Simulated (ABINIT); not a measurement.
ABINIT run on SrZnSbF (P4/nmm, 8 atoms in the cell): self-consistent single point.

Method of the run: LDA (PW92), PAW (JTH v2.0 LDA PAW) (plane waves; ABINIT).

The change in words: lattice scaled by 0.98. Reference geometry:
```yaml
crystal:
  lattice:
    - [4.35454, 0.00000, 0.00000]
    - [0.00000, 4.35454, 0.00000]
    - [0.00000, 0.00000, 9.47616]
  atoms:
    - { symbol: Sr, position: [0.00000, 0.50000, 0.86010] }
    - { symbol: Sr, position: [0.50000, 0.00000, 0.13990] }
    - { symbol: Zn, position: [0.50000, 0.50000, 0.50000] }
    - { symbol: Zn, position: [0.00000, 0.00000, 0.50000] }
    - { symbol: Sb, position: [0.00000, 0.50000, 0.32098] }
    - { symbol: Sb, position: [0.50000, 0.00000, 0.67902] }
    - { symbol: F, position: [0.50000, 0.50000, 0.00000] }
    - { symbol: F, position: [0.00000, 0.00000, 0.00000] }
```

Reference input (self-consistent single point, DFT, LDA (PW92), plane waves, PAW (JTH v2.0 LDA PAW)): pseudos = [Sr.LDA_PW-JTH.xml, Zn.LDA_PW-JTH.xml, Sb.LDA_PW-JTH.xml, F.LDA_PW-JTH.xml]; ecut = 30 Ha; pawecutdg = 60 Ha; pawxcdev = 0; occopt = 7; tsmear = 0.00499791 Ha; ngkpt = 5 5 3; nshiftk = 1; shiftk = 0 0 0; potentials = JTH v2.0 LDA PAW; nband = 55; kptopt = 1. This run's input differs from it in these lines:

```diff
@@ -5,5 +5,5 @@
 rprim
-         4.3545400000    0.0000000000    0.0000000000
-         0.0000000000    4.3545400000    0.0000000000
-         0.0000000000    0.0000000000    9.4761600000
+         4.2674490000    0.0000000000    0.0000000000
+         0.0000000000    4.2674490000    0.0000000000
+         0.0000000000    0.0000000000    9.2866370000
 natom 8
```

Output, abridged:

```
--- !BeginCycle
solver: {iscf: 17, nstep: 60, nline: 4, wfoptalg: 10, }
tolerances: {tolvrs: 1.00E-11, }
...

     iter   Etot(hartree)      deltaE(h)  residm     nres2
 ETOT  1  -391.50807848539    -3.915E+02 4.680E+00 2.428E+02
 ETOT  2  -407.06287358902    -1.555E+01 7.453E-01 5.897E+02
 ETOT  3  -406.41848237408     6.444E-01 1.183E-01 1.894E+02
 ETOT  4  -406.17391271396     2.446E-01 9.541E-02 4.542E+01
 ETOT  5  -406.14289644411     3.102E-02 1.664E-02 3.531E+01
   [... 13 lines left out ...]
 ETOT 19  -406.06321338817     2.217E-12 7.818E-04 6.907E-10
 ETOT 20  -406.06321338819    -1.950E-11 1.351E-03 1.263E-10
 ETOT 21  -406.06321338817     2.041E-11 5.699E-04 1.740E-11
 ETOT 22  -406.06321338820    -3.388E-11 9.066E-04 4.204E-12
 At SCF step   22       nres2   =  4.20E-12 < tolvrs=  1.00E-11 =>converged.

 Cartesian components of stress tensor (hartree/bohr^3)
  sigma(1 1)=  9.51062983E-05  sigma(3 2)=  0.00000000E+00
  sigma(2 2)=  9.51062983E-05  sigma(3 1)=  0.00000000E+00
  sigma(3 3)=  8.98570406E-05  sigma(2 1)=  0.00000000E+00

 ----iterations are completed or convergence reached----

 reduced coordinates (array xred) for    8 atoms
       0.000000000000      0.500000000000      0.860100000000
       0.500000000000      0.000000000000      0.139900000000
       0.500000000000      0.500000000000      0.500000000000
       0.000000000000      0.000000000000      0.500000000000
       0.000000000000      0.500000000000      0.320980000000
       0.500000000000      0.000000000000      0.679020000000
   [... lines left out ...]
 Fermi (or HOMO) energy (eV) =   6.96091   Average Vxc (eV)=  -9.88534
   [... lines left out ...]
'-kT*entropy'       : -4.10623975192539E-04
total_energy        : -4.06063213432812E+02
total_energy_eV     : -1.10495419721454E+04
...

-Cartesian components of stress tensor (GPa)         [Pressure= -2.7466E+00 GPa]
- sigma(1 1)=  2.79812343E+00  sigma(3 2)=  0.00000000E+00
- sigma(2 2)=  2.79812343E+00  sigma(3 1)=  0.00000000E+00
- sigma(3 3)=  2.64368496E+00  sigma(2 1)=  0.00000000E+00

 Calculation completed.
```

The run converged in 22 iterations. Against the reference run the free energy drops by 33.6 meV/atom, the pressure goes from -5.69 to -2.75 GPa and the largest force goes from 0.401 to 0.210 eV/Å.

The starting cell comes from a database of computed structures (which also holds hypothetical and non-ambient phases and stackings), without a prior relaxation at this level. For this run, on top of that: lattice scaled by 0.98. The run gives no clean gap (levels at the Fermi energy touch, overlap or are partly filled at this smearing), which alone does not show that the compound is a metal.

Cost on one core of a shared machine: roughly 7 min.
